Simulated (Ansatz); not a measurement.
Ansatz (an electronic-structure program), DFT, PBE, plane waves, its default PAW files: Pb2O, supercell, atoms displaced (from the phase in space group 224, mp-551685) (O8Pb16), 24 atoms. Basis and mesh were picked for this test and aren't claimed converged.

```json
{
 "cell": "10.94, 10.94, 5.47 Å; 90, 90, 90°",
 "distance_to_the_nearest_atom": "2.30 to 2.38 Å",
 "task": "single point",
 "k mesh": "2×2×4",
 "hamiltonian.xc": "pbe",
 "kind_of_files": "paw",
 "scf.occupations.method": "fermi_dirac",
 "scf.occupations.width": "0.05 eV",
 "scf.initial_density.chi_scale": "0.1",
 "output.forces": "true",
 "binding of workers (--pin)": "off",
 "k-point pools (--kpoint-pools)": "1",
 "memory maximum (--max-ram)": "8GiB",
 "accuracy": "medium (default)",
 "basis.precision": "auto (default)",
 "basis.xc_grid": "2 (default)",
 "scf.eigensolver.kind": "auto (default)",
 "scf.convergence.dr2_threshold": "6.55513e-07 (default)",
 "scf.lower_state_search": "light (default)",
 "k-points after symmetry": "12",
 "bands_at_the_start": "160",
 "electrons": "272",
 "plane waves at Γ": "12843",
 "cutoff (eV)": "420",
 "FFT grid": "75×75×40",
 "symmetry_operations": "1"
}
```

One run each.

All on 4 threads. Base settings, kept where nothing else is said: scf.mixing.algorithm = auto (default), scf.mixing.preconditioner = auto (default), scf.algorithm = auto (default) (scf.mixing.beta, scf.mixing.ndim, scf.mixing.q_tf not set). The settings tried:…
- scf.mixing.preconditioner = resta
- scf.mixing.preconditioner = local_kerker
- scf.algorithm = direct_min
- scf.mixing.ndim = 4
- scf.mixing.preconditioner = kerker_dos
- scf.mixing.ndim = 16
- scf.mixing.algorithm = msr1
- scf.mixing.algorithm = broyden, scf.mixing.beta = 0.1
- scf.mixing.algorithm = broyden, scf.mixing.preconditioner = kerker
- scf.mixing.preconditioner = ldos
- the base settings
- scf.mixing.preconditioner = none
- scf.mixing.algorithm = broyden, scf.mixing.preconditioner = none
- scf.mixing.algorithm = broyden, scf.mixing.beta = 0.3
- scf.mixing.algorithm = anderson
- scf.mixing.algorithm = broyden, scf.mixing.preconditioner = kerker, scf.mixing.q_tf = 1.5 1/Å
- scf.mixing.algorithm = broyden, scf.mixing.beta = 1
- scf.mixing.preconditioner = kerker
- scf.mixing.algorithm = broyden, scf.mixing.beta = 0.7
- scf.mixing.algorithm = anderson, scf.mixing.ndim = 16
- scf.mixing.algorithm = anderson, scf.mixing.ndim = 1
- scf.mixing.algorithm = broyden
- scf.mixing.algorithm = anderson, scf.mixing.ndim = 4
- scf.mixing.algorithm = broyden, scf.mixing.preconditioner = kerker, scf.mixing.q_tf = 0.5 1/Å

Question: Name the extremes by SCF iterations: fewest, most, and any that don't converge.

Answer: Fewest SCF iterations, with those close behind: scf.mixing.preconditioner = ldos (8); scf.algorithm = direct_min (8); the base settings (9); scf.mixing.ndim = 4 (9); scf.mixing.ndim = 16 (9); scf.mixing.preconditioner = local_kerker (11); scf.mixing.algorithm = broyden, scf.mixing.preconditioner = kerker, scf.mixing.q_tf = 1.5 1/Å (11). Most among those that reach the base run's result: scf.mixing.algorithm = anderson, scf.mixing.ndim = 1 (28). All converged. In the base run the program took: scf.mixing.algorithm MSR1, scf.eigensolver.kind band_cg, --slots 4.

| setting | SCF iterations | applications of H to a band | end |
|---|---|---|---|
| scf.mixing.preconditioner = ldos | 8 | 35138 | converged |
| scf.algorithm = direct_min | 8 | 158881 | converged |
| the base settings | 9 | 30966 | converged |
| scf.mixing.ndim = 4 | 9 | 31879 | converged |
| scf.mixing.ndim = 16 | 9 | 30966 | converged |
| scf.mixing.preconditioner = local_kerker | 11 | 36971 | converged |
| scf.mixing.algorithm = broyden, scf.mixing.preconditioner = kerker, scf.mixing.q_tf = 1.5 1/Å | 11 | 38517 | converged |
| scf.mixing.algorithm = broyden | 12 | 39818 | converged |
| scf.mixing.algorithm = anderson | 12 | 39512 | converged |
| scf.mixing.preconditioner = kerker_dos | 12 | 44481 | converged |
| scf.mixing.algorithm = broyden, scf.mixing.preconditioner = kerker | 12 | 39818 | converged |
| scf.mixing.algorithm = broyden, scf.mixing.beta = 0.3 | 12 | 44419 | converged |
| scf.mixing.algorithm = broyden, scf.mixing.beta = 0.7 | 12 | 44689 | converged |
| scf.mixing.algorithm = broyden, scf.mixing.beta = 1 | 12 | 47221 | converged |
| scf.mixing.algorithm = anderson, scf.mixing.ndim = 16 | 12 | 41242 | converged |
| scf.mixing.algorithm = msr1 | 13 | 45709 | converged |
| scf.mixing.preconditioner = kerker | 13 | 45709 | converged |
| scf.mixing.algorithm = broyden, scf.mixing.preconditioner = kerker, scf.mixing.q_tf = 0.5 1/Å | 13 | 43583 | converged |
| scf.mixing.algorithm = anderson, scf.mixing.ndim = 4 | 14 | 41793 | converged |
| scf.mixing.preconditioner = none | 15 | 46845 | converged |
| scf.mixing.preconditioner = resta | 15 | 46845 | converged |
| scf.mixing.algorithm = broyden, scf.mixing.preconditioner = none | 15 | 45749 | converged |
| scf.mixing.algorithm = broyden, scf.mixing.beta = 0.1 | 17 | 54211 | converged |
| scf.mixing.algorithm = anderson, scf.mixing.ndim = 1 | 28 | 59096 | converged |

An iteration's cost differs between solvers, so these counts don't give the time.

Keys are those of Ansatz 0.2.
